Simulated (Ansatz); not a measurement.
Input:

End structure of a constructed model of the (111) surface of fcc Cu, p(2x2) surface alloy, Ga on one Cu site of the top plane (bottom of the slab: a bare face, its two planes held):

```xyz
24
Lattice="5.1336 0.0000 0.0000 -2.5668 4.4458 0.0000 0.0000 0.0000 26.5000" Properties=species:S:1:pos:R:3 pbc="T T T"
Cu    -1.2834     3.7049     8.0180
Cu     0.0000     1.4819     8.0180
Cu     1.2834     3.7049     8.0180
Cu     2.5668     1.4819     8.0180
Cu     0.0000     2.9639    10.1138
Cu     1.2834     0.7410    10.1138
Cu     2.5668     2.9639    10.1138
Cu     3.8502     0.7410    10.1138
Cu     1.2826     2.2234    12.1967
Cu     2.5668    -0.0009    12.1967
Cu    -1.2826     2.2234    12.1967
Cu     0.0000     0.0000    12.1985
Cu     2.5668     1.4819    14.2851
Cu     1.2833     3.7048    14.2919
Cu     0.0000     1.4821    14.2919
Cu    -1.2833     3.7048    14.2919
Cu     3.8495     0.7414    16.3834
Cu     2.5668     2.9631    16.3834
Cu     1.2841     0.7414    16.3834
Cu     0.0000     2.9639    16.3798
Ga     0.0000     0.0000    18.6953
Cu    -1.2832     2.2230    18.4854
Cu     2.5668    -0.0003    18.4854
Cu     1.2832     2.2230    18.4854
```

Slab: 24 atoms, 10.5 Å thick at the start (thin: gaps and levels are the slab's own); k 9x9x1, smearing 0.1 eV, dipole-corrected; 8 atoms held, the rest relaxed; symmetry of the start imposed; no spin, no spin-orbit, no U. It is one candidate, not shown to be the stable structure of the face.

### Question
Predict the work function of the top face from PBE run with Ansatz (a program for electronic structure).

### Answer
4.70 eV
